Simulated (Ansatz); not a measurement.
# A short convergence ladder for LuBRh3 (Pm-3m, 5 atoms in the cell)

```yaml
crystal:
  lattice:
    - [4.15822, 0.00000, 0.00000]
    - [0.00000, 4.15822, 0.00000]
    - [0.00000, 0.00000, 4.15822]
  atoms:
    - { symbol: Lu, position: [0.00000, 0.00000, 0.00000] }
    - { symbol: B, position: [0.50000, 0.50000, 0.50000] }
    - { symbol: Rh, position: [0.00000, 0.50000, 0.50000] }
    - { symbol: Rh, position: [0.50000, 0.00000, 0.50000] }
    - { symbol: Rh, position: [0.50000, 0.50000, 0.00000] }
```

Base method: LDA (PW92), default PAW files made with PBE (plane waves; Ansatz, a program for electronic structure).

Base settings: basis.ecutwfc = 420 eV; kpoints.mp_grid.grid = 8 8 8; hamiltonian.xc = lda; hamiltonian.pseudopotentials = {kind: paw} (the program's default PAW files); scf.occupations.method = gaussian; scf.occupations.width = 0.1 eV.

Core times come from one kind of shared machine, to one figure; runs under 30 s give none.

**Zone-centre phonons against the cutoff**

In this ladder: phonons.method = dfpt.

The mesh stays at the base's, so the ladder's end is converged at best in this setting alone.

Frequencies are those of the unrelaxed cell, without the LO-TO term of polar crystals.

Only quantities that move along the ladder and can be compared are tabulated.

| basis.ecutwfc | highest zone-centre frequency (cm⁻¹) | lowest optical frequency (cm⁻¹) | core time / last (rough) |
|---|---|---|---|
| 210 eV | 571.9 | 120.6 | 0.3 |
| 295 eV | 498.3 | 106.0 | 0.5 |
| 420 eV | 514.0 | 106.7 | 0.9 |
| 505 eV | 514.1 | 106.7 | 1 |

Coarsest basis.ecutwfc that holds the highest zone-centre frequency within 1 cm⁻¹ of the last step, with all finer ones: 420 eV; the step before is off by 16 cm⁻¹.

Coarsest basis.ecutwfc that holds the lowest optical frequency within 10 cm⁻¹ of the last step, with all finer ones: 295 eV; the step before is off by 14 cm⁻¹.

On the base run: the starting cell comes from a database of computed structures (which also holds hypothetical and non-ambient phases and stackings), without a prior relaxation at this level. Its lattice was rescaled by up to half a per cent. Spin polarisation is off. In the base run, with a pressure of about -10 GPa the cell is away from its equilibrium volume at this level.

Keys are those of Ansatz 0.2.
